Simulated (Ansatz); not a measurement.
Consider InSe in the beta-GaS type structure (space group P6_3/mmc, No. 194; a = 4.017 Å, c = 16.933 Å; layered, stacked along the Cartesian z axis).

All numbers come from Kohn–Sham DFT with the r2SCAN+rVV10 functional, run in Ansatz (a first-principles code) with PAW and 500 eV plane waves, spin-orbit coupling left out.

Before the change:

- Smallest direct gap: 0.85 eV
- Band gap: 0.85 eV

One thing is altered: a free-standing slab of 3 layers (12 atoms, 4 a layer) is cut normal to the stacking axis, with 15 Å of vacuum and the in-plane cell relaxed.

Task: Estimate the effect on the excess energy per area of both faces, electron mass, smallest direct gap, band gap and gap character.

Result: The excess energy per area of both faces (slab less bulk energy over the cell's area: twice a surface energy) comes out as 0.25 J/m²; the electron mass (in plane) comes out as 0.16 mₑ (at Γ); the smallest direct gap increases by 0.454 eV, from 0.85 eV to 1.31 eV; the band gap rises by 0.44 eV, from 0.85 eV to 1.29 eV; the gap character is indirect, K–Γ (89 % along) → Γ.

Slab and bulk use different k-meshes, which limits the precision of the excess energy. Effective masses come from finite differences of ±0.01 Å⁻¹. Stability against distortions was not tested. Labels are those of the standard path for the cell's own space group.
